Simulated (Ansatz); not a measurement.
# Effect of tensor shear ε_xz = +1.43 % on MoSi2

Take MoSi₂ (space group I4/mmm, No. 139; a = 3.190 Å, c = 7.822 Å; relaxed with 0.1 eV smearing) as the base. Axes: x, y, z lie along a, b, c of the conventional cell.

Now apply this change: tensor shear ε_xz = +1.43 % (engineering shear γ = 0.0286); the atoms relax in the strained cell.

The values are results of Ansatz (a first-principles code), PBEsol, PAW, cutoff 420 eV, no SOC, not measurements. Γ-centred 25×25×25 mesh, Fermi–Dirac width 0.1 eV.

- Volume per atom: 13.26 Å³ (base 13.27 Å³)
- Energy relative to the base (free energy F): +7.0 meV/atom
- Band gap: zero (base zero)
- Stress (xx, yy, zz, yz, xz, xy; compression positive): (0.2, 0.2, 0.1, 0.0, -5.9, 0.0) GPa

Final structure:

```yaml
crystal:
  lattice:
    - [-1.53911, 1.59504, 3.88820]
    - [1.65096, -1.59504, 3.93381]
    - [1.53911, 1.59504, -3.88820]
  atoms:
    - { symbol: Si, position: [0.66495, 0.66371, 0.99876] }
    - { symbol: Si, position: [0.33505, 0.33629, 0.00124] }
    - { symbol: Mo, position: [0.00000, 0.00000, 0.00000] }
```

No phonon test of stability was made. The final runs are not spin-polarised.
